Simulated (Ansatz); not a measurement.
A hypothetical phase is included: elements placed on a structure type, which no database files for this compound.

Tunnelling through a barrier is set by its complex band structure: the current falls as exp(−2κd) with the smallest κ.

```
BN
1.0
    2.46209     0.00000     0.00000
    0.00000     2.46209     0.00000
    1.23104    -1.23104     1.74096
N B
1 1
Direct
  0.00000   0.00000   0.00000
  0.50000   0.50000   0.00000
```

The cell was relaxed by PBE-D3(BJ); by r2SCAN it stands under a pressure of 3.4 GPa.

Transport runs along the normal of the first two printed cell vectors, the (001) plane of the conventional cell.

The gap is the functional's own. No spin-orbit coupling. Mid-gap values are those at the computed energy nearest the middle.

Problem. Predict the band gap and the smallest decay constant κ at mid-gap from r2SCAN (Ansatz, an electronic-structure program).

Solution. Gap 1.41 eV on a 18×18×18 mesh; κ = 0.229 1/Å, at (0.167, 0.167) of the in-plane reciprocal vectors. At the zone centre the slowest state has κ = 0.49 1/Å.
